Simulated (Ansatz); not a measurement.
# Hypothetical zinc blende BiB, pressure series

Take BiB in the zinc blende structure (space group F-43m, No. 216; a = 5.456 Å; a hypothetical phase, not in the database extracts checked) as the base.

Cell and atoms are relaxed at each pressure.

Calculations: PBEsol (Ansatz, a quantum-chemistry and plane-wave program, PAW, no spin-orbit coupling).

For the base:

- Band gap = 0.45 eV

### Question
The aim is a band gap between 0.22 eV and 0.29 eV. Which of these changes reaches it?
A. pressure 75 GPa
B. pressure −2 GPa
C. pressure 7 GPa
D. pressure 100 GPa

### Answer
B, pressure −2 GPa. It gives 0.25 eV; pressure 100 GPa gives 0.36 eV; pressure 7 GPa gives 0.58 eV; pressure 75 GPa gives 0.39 eV. Changes not listed may reach it too

With Bi present, leaving out spin-orbit coupling can change the band edges. Load acts through the strain it causes; cell and atoms are relaxed under it. Whether these cells are dynamically stable was not tested. No other phases were tried under pressure. The zero or small gap of BiB under pressure −2 GPa can change with the level of theory.
